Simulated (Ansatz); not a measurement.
Functionals compared on the (0001) surface of hcp Sc in its 1x1 cell, outermost plane spacing 2.58 Å in the ideal cut, in Ansatz (plane waves, PAW). The structure was relaxed with PBE; the other rows are single points on it, each with its references at the same level. Cutoff 420 eV (500 eV for r2SCAN).

Set-up: 5 atoms, 10.3 Å thick at the start (thin: gaps and levels are the slab's own); mesh 13x13x1; 0.1 eV smearing; dipole correction on; all atoms relaxed; held to the start's symmetry, so lower structures may exist; no spin, no spin-orbit, no U. These notes are the PBE run's.

| functional | surface energy (J/m²) | work function of the top face (eV) | rough cost of the single point |
|---|---|---|---|
| PBE | 1.26 | 3.58 | – |
| LDA | 1.41 | 3.72 | around 12 core-seconds (rough) |
| PBEsol | 1.37 | 3.63 | about 13 core-seconds (a rough figure) |
| RPBE | 1.18 | 3.49 | around 13 core-seconds (rough) |
| r2SCAN | [?] | [?] | roughly 28 core-seconds |

What belongs in the gaps?


- r2SCAN, surface energy (J/m²): 1.38
- r2SCAN, work function of the top face (eV): 3.65

Ansatz is an electronic-structure program.
